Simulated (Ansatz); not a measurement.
ZnSnO3 (R3c, No. 161, 10 atoms in the cell; start mp-13334), treated with PBE-D4 (Ansatz, a first-principles code, PAW).

Numerical settings: plane-wave cutoff 500 eV, 10×10×10 k mesh, gaussian smearing 0.02 eV, scalar-relativistic PAW data made under PBE.

Cell (relaxed at this level):

```cif
data_O18Sn6Zn6
_chemical_formula_sum 'Zn6 Sn6 O18'
_space_group_name_H-M_alt 'R3c :H'
_space_group_IT_number 161
_space_group_name_Hall 'R 3 -2"c'
_cell_length_a 5.31106
_cell_length_b 5.31106
_cell_length_c 14.07426
_cell_angle_alpha 90.000
_cell_angle_beta 90.000
_cell_angle_gamma 120.000
loop_
_atom_site_label
_atom_site_type_symbol
_atom_site_symmetry_multiplicity
_atom_site_Wyckoff_symbol
_atom_site_fract_x
_atom_site_fract_y
_atom_site_fract_z
_atom_site_occupancy
Zn1 Zn 6 a 0.00000 0.00000 0.21692 1
Sn1 Sn 6 a 0.00000 0.00000 0.49778 1
O1 O 18 b 0.01046 0.30868 0.09557 1
```
(The calculation used a cell of 10 atoms; values per cell refer to that cell.)

Give the computed band gap.


- band gap = 1.24 eV (on the SCF k mesh)

Note: the relaxation could not lower the start's symmetry, so the cell can be a saddle point above a distorted one.

Spin–orbit coupling is not included.

Cost on a shared machine: very roughly 9 core-minutes.

A start named mp-… is a Materials Project structure, which need not be a measured phase.
